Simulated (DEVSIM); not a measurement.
Structure: Schottky contact on n-type GaAs, at 300 K.

Layer 1 from the left is GaAs, thickness (μm) 8.30, Nd (cm⁻³) 1.2e15, τn (s) 6.9e-9, τp (s) 6.9e-9.

Left contact: Schottky, work function 4.76 eV, emission velocity 3.1e6 cm/s. Right contact: ohmic. Voltage is applied to the left contact. Recombination: SRH at mid-gap. Mobility is μmin + (μ − μmin)/(1 + (N/Nref)^α).

Constants are typed, rounded textbook-type inputs, not results; the design itself was drawn at random and stands for no fabricated device. Values at 300 K.

GaAs: gap (eV) 1.424, affinity (eV) 4.07, permittivity 12.9, Nc (cm⁻³) 4.7e17, Nv (cm⁻³) 9e18, μn (cm²/Vs) 8500, μp (cm²/Vs) 400, μn,min 500, μp,min 20, Nref,n 6e16, Nref,p 1.5e17, αn 0.39, αp 0.38.

**Question.** Estimate by hand the built-in potential, the peak field at zero bias, the capacitance at -0.6 V, and compare with a numerical solution.

**Answer.** 
- Built-in potential: barrier φB = 0.690 eV; Vbi = φB − kT/q ln(N_band/N) = 0.536 V; numerical 0.536 V.
- Peak field at zero bias: depletion approximation: W = √(2εVbi/(qN)) = 0.798 μm with N = 1.20e15 cm⁻³; field = 2Vbi/W = 13400 V/cm; numerical 13100 V/cm (estimate above by 2.6 %).
- Capacitance at -0.6 V: C = √(qεN / 2(Vbi + |V|)) = 9.83 nF/cm²; numerical 9.95 nF/cm² (estimate below by 1.1 %).

DEVSIM, 1D drift-diffusion, Boltzmann statistics, complete ionisation; no tunnelling, impact ionisation, image-force lowering or self-heating. Metal contacts follow the ideal Schottky-Mott rule: no Fermi-level pinning, no interface dipoles.
